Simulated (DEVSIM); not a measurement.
Device: GaAs p-i-n diode, at 300 K.

```tsv
layer (left to right)	material	thickness (μm)	Nd (cm⁻³)	Na (cm⁻³)	τn (s)	τp (s)
1	GaAs	0.160	-	2.9e17	6.7e-10	6.7e-10
2	GaAs	6.40	3.8e13	-	6.7e-10	6.7e-10
3	GaAs	4.20	1.1e17	-	6.7e-10	6.7e-10
```

Left contact: ohmic. Right contact: ohmic. Voltage is applied to the left contact. Recombination: SRH at mid-gap. Mobility is μmin + (μ − μmin)/(1 + (N/Nref)^α).

Constants are typed, rounded textbook-type inputs, not results; the design itself was drawn at random and stands for no fabricated device. Values at 300 K.

```tsv
parameter	GaAs
gap (eV)	1.424
affinity (eV)	4.07
permittivity	12.9
Nc (cm⁻³)	4.7e17
Nv (cm⁻³)	9e18
μn (cm²/Vs)	8500
μp (cm²/Vs)	400
μn,min	500
μp,min	20
Nref,n	6e16
Nref,p	1.5e17
αn	0.39
αp	0.38
```

Model (solved in DEVSIM): 1D drift-diffusion, Boltzmann statistics, complete ionisation; no tunnelling, impact ionisation, image-force lowering or self-heating.

Q: Tabulate band edges, carrier densities and field at -5.0 V on the left contact.

A: Energies count from the Fermi level of the right contact; mesh points crowd at the junctions.

```
x (μm)   Ec (eV)  Ev (eV)  n (cm⁻³)  p (cm⁻³)  field (V/cm)
-------  -------  -------  --------  --------  ------------
0.000      6.335    4.911     < 1e2    2.9e17           ≈ 0
0.03385    6.335    4.911     < 1e2    2.9e17           ≈ 0
0.09513    6.335    4.911     < 1e2    2.9e17           -13
0.1442     6.331    4.907     < 1e2    2.4e17         -5500
0.1860     6.256    4.832     < 1e2    1.4e16        -15000
0.2684     6.155    4.731     < 1e2    2.7e14        -11000
0.4724     5.925    4.501     < 1e2    3.7e10        -11000
1.367      4.944    3.520      1300    180000        -11000
3.360      2.911    1.487      5700    110000         -9700
5.365      1.081   -0.343     11000     27000         -8600
6.123      0.444   -0.980    1.6e10     < 1e2         -8200
6.458      0.171   -1.252    6.2e14     < 1e2         -8300
6.537      0.099   -1.325    1.0e16     < 1e2        -12000
6.568      0.053   -1.371    6.0e16     < 1e2        -11000
6.653      0.038   -1.386    1.1e17     < 1e2           -20
6.844      0.038   -1.387    1.1e17     < 1e2           ≈ 0
7.316      0.038   -1.387    1.1e17     < 1e2           ≈ 0
8.591      0.038   -1.387    1.1e17     < 1e2           ≈ 0
10.18      0.038   -1.387    1.1e17     < 1e2           ≈ 0
10.55      0.038   -1.387    1.1e17     < 1e2           ≈ 0
10.70      0.038   -1.387    1.1e17     < 1e2           ≈ 0
10.76      0.038   -1.387    1.1e17     < 1e2           ≈ 0
```
